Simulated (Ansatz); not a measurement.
Here is the system:

Host crystal: anatase TiO2, with a band gap (PBE, scalar-relativistic without spin-orbit coupling).

End structure of OH on the 1x1 (101) surface of anatase TiO2 (cut with top plane O), one in a 1x1 cell, started at the site 'bridge O-O (span 2.8 Å)':

```
CELL_PARAMETERS angstrom
      3.79876     0.00000     0.00000
      1.89938     5.20899     0.00000
      0.00000     0.00000    28.50000
ATOMIC_POSITIONS crystal
  O  0.28178 0.43645 0.33526
  Ti 0.12857 0.74287 0.36727
  O  0.57796 0.84409 0.35911
  O  0.93655 0.12690 0.38395
  Ti 0.39781 0.20438 0.38398
  O  0.22206 0.55589 0.41952
  O  0.43855 0.12291 0.45736
  Ti 0.27007 0.45836 0.48899
  O  0.72910 0.54057 0.49106
  O  0.08404 0.83062 0.50873
  Ti 0.54658 0.90736 0.51103
  O  0.37359 0.25082 0.54221
  O  0.58661 0.82463 0.58122
  Ti 0.41444 0.16621 0.61299
  O  0.87450 0.24828 0.61493
  O  0.23182 0.53344 0.63567
  Ti 0.68592 0.61891 0.63461
  O  0.52370 0.95396 0.66501
  O  0.68431 0.61115 0.70768
  H  0.89279 0.66103 0.71929
```

Model: 20-atom slab, 9.4 Å thick at the start under the adsorbate (thin: gaps and levels are the slab's own), 6x4x1 mesh, Fermi-Dirac 0.01 eV, dipole correction, 7 atoms held, the rest relaxed; no symmetry held; spin-polarised, ending with about 1.0 μB a cell; orders that need a larger cell were not tried, no spin-orbit, no U, no dispersion correction. At the end it is bonded to Ti. In PBE it is, or lies within 0.03 eV of, the lowest of the starts that converged.

A negative adsorption energy means that the adsorbate is more stable on the surface than in its reference.

**Question.** Estimate the adsorption energy against H2O(g) − ½ H2(g) that PBE (Ansatz, a quantum-chemistry and plane-wave program) returns for this input.

**Answer.** 221 kJ/mol

**Question.** Predict the highest filled level below the top vacuum level from PBE.

**Answer.** 7.02 eV

**Question.** Give the gap of the slab on its k-mesh at the level PBE.

**Answer.** 0.75 eV

**Question.** Give the change of the step from the bottom to the top vacuum level, against the clean slab at the level PBE.

**Answer.** -0.42 eV
